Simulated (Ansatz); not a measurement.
## BN: energy against strain

BN (zinc blende, F-43m, 5.879 Å³/atom at rest) under an equal strain ε in the (111) plane with the normal axis free, as in a coherent film. r2SCAN in Ansatz, a plane-wave DFT program (PAW, default set), 500 eV, 16×16×16 Γ-centred mesh, Fermi-Dirac smearing 0.05 eV; ions are relaxed within the symmetry of each cell.

Here s stands for strain and y for E less E0.

```csv
strain (%),E less E0 (meV/atom)
-2.50,?
-1.25,6.41
-0.83,2.80
-0.42,0.71
0.00,0.00
0.42,0.69
0.83,2.68
1.25,6.01
```

Task: Using a parabola, estimate the missing y at s = -2.50 from the other rows, showing the fit.

Result: Least squares gives y = 0.000 - 0.1252·s + 3.9748·s². Residuals (row less fit): 0.043, -0.042, -0.044, 0.000, 0.041, 0.046, -0.044; standard error 0.053 (degrees of freedom: 4). Twice the quadratic coefficient over the volume, 2 × 3.9748 meV × 10⁴ × 0.1602 / 5.879 Å³, is twice the biaxial elastic modulus of this plane = 2166 ± 18 GPa. At the withheld row, y = 0.000 - 0.1252 × (-2.50) + 3.9748 × (-2.50)² = 25.156 meV/atom. The calculation gives 26.50 meV/atom, 1.344 meV/atom above the prediction (5.1 % of the range of y in the table). The row lies outside the fitted rows, so this is an extrapolation. From the scatter of the fitted rows alone, a prediction at this place has a standard error of 0.203 meV/atom, so the miss is 6.6 times that.

One order more, fitted to all 13 runs of the series, follows each within 0.01, so the miss is the next term of a smooth law. Rows are the converged runs of the series near zero and its far end; series whose fitted rows scatter by over a few per cent of the range, as at a crossing or softening among them, aren't shown in this form. Most that stay on the fit to the last digits aren't either.
